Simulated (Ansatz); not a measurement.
The parent structure is InSb in the zinc blende structure (space group F-43m, No. 216; a = 6.519 Å).

All numbers come from PBEsol (Ansatz, a program for electronic structure; PAW; 420 eV plane waves; spin-orbit coupling left out).

For the base:

| Property | Result |
|---|---|
| Volume per atom | 34.63 Å³ |

It is then changed as follows: Bi takes the place of Sb on all its sites; the structure is relaxed again.

**Question.** What does the calculation give for the volume per atom after the change?

**Answer.** The volume per atom rises by 3.32 Å³, from 34.63 Å³ to 37.95 Å³.

Whether these cells are dynamically stable was not tested. For InBi in this form, whether it has been made was not checked. The final runs are not spin-polarised.
